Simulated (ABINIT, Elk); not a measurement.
An ABINIT input for a self-consistent single point of TiPt3 (Pm-3m, 4 atoms in the cell) (DFT, PBEsol, plane waves, norm-conserving pseudopotentials (PseudoDojo nc-sr-04 PBEsol standard)):

```
# TiPt3, PseudoDojo nc-sr-04 PBEsol standard
pp_dirpath "./"
pseudos "Ti.upf, Pt.upf"
acell 7.3206175931 7.3206175931 7.3206175931
rprim
         1.0000000000    0.0000000000    0.0000000000
         0.0000000000    1.0000000000    0.0000000000
         0.0000000000    0.0000000000    1.0000000000
natom 4
ntypat 2
znucl 22 78
typat 1 2 2 2
xcart
         0.0000000000    0.0000000000    0.0000000000
         3.6603087965    3.6603087965    0.0000000000
         0.0000000000    3.6603087965    3.6603087965
         3.6603087965    0.0000000000    3.6603087965
ecut 42
occopt 7
tsmear 0.00999582
nband 42
kptopt 1
ngkpt 7 7 7
nshiftk 1
shiftk 0 0 0
nstep 100
tolvrs 1.0e-11
prtwf 0
prtden 0
prtvol 1
enunit 2
```

Q: Write the same calculation as an input for Elk.

A: This is the input that was run; spellings and numerical settings could be chosen otherwise.

```
tasks
  0

xctype
  22

rgkmax
  8.0

gmaxvr
  14.0

nxlo
  2

lorbcnd
  .true.

rmtscf
  0.87

lmaxi
  3

stype
  0

swidth
  0.00999582

avec
    7.3206175931    0.0000000000    0.0000000000
    0.0000000000    7.3206175931    0.0000000000
    0.0000000000    0.0000000000    7.3206175931

sppath
  'species/'

atoms
  2   : nspecies
  'Ti.in'   : spfname
  1   : natoms; atposl, bfcmt below
  0.0000000000  0.0000000000  0.0000000000    0.0 0.0 0.0
  'Pt.in'   : spfname
  3   : natoms; atposl, bfcmt below
  0.5000000000  0.5000000000  0.0000000000    0.0 0.0 0.0
  0.0000000000  0.5000000000  0.5000000000    0.0 0.0 0.0
  0.5000000000  0.0000000000  0.5000000000    0.0 0.0 0.0

ngridk
  7 7 7
```

Basis settings and potentials, where a program has them, do not carry over. This input uses DFT, PBEsol, all-electron FP-LAPW, Elk's shipped species files, APW+lo basis with extra local orbitals.

The starting cell comes from a database of computed structures (which also holds hypothetical and non-ambient phases and stackings), without a prior relaxation at this level. Its lattice was rescaled by a random factor within 2.5 % of one.
